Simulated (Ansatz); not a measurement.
# CdSe: energy against strain

CdSe (zinc blende, F-43m, 28.116 Å³/atom at rest) under an equal strain ε in the (111) plane with the normal axis free, as in a coherent film. PBEsol in Ansatz, a plane-wave DFT program (PAW, default set), 420 eV, 9×9×9 Γ-centred mesh, Fermi-Dirac smearing 0.05 eV; ions are relaxed within the symmetry of each cell.

Here s stands for strain and y for E less E0.

```
strain (%)  E less E0 (meV/atom)
----------  --------------------
-1.25                       2.38
-0.83                       1.05
-0.42                       0.27
0.00                        0.00
0.42                        0.27
0.83                        1.03
1.25                        2.32
2.50                           ?
```

Fit y against s with a parabola, and predict the withheld value at s = 2.50.

Least squares gives y = 0.004 - 0.0189·s + 1.5021·s². Residuals (row less fit): 0.005, -0.004, -0.007, -0.004, 0.009, 0.007, -0.007; standard error 0.009 (degrees of freedom: 4). Twice the quadratic coefficient over the volume, 2 × 1.5021 meV × 10⁴ × 0.1602 / 28.116 Å³, is twice the biaxial elastic modulus of this plane = 171 ± 0.6 GPa. At the withheld row, y = 0.004 - 0.0189 × 2.50 + 1.5021 × 2.50² = 9.345 meV/atom. The calculation gives 9.18 meV/atom, 0.165 meV/atom below the prediction (1.8 % of the range of y in the table). The row lies outside the fitted rows, so this is an extrapolation. From the scatter of the fitted rows alone, a prediction at this place has a standard error of 0.033 meV/atom, so the miss is 5.0 times that.

One order more, fitted to all 13 runs of the series, follows each within 0.01, so the miss is the next term of a smooth law. CdSe stands in this structure, whereas wurtzite is the usual form. Rows are the converged runs of the series near zero and its far end; series whose fitted rows scatter by over a few per cent of the range, as at a crossing or softening among them, aren't shown in this form. Most that stay on the fit to the last digits aren't either.
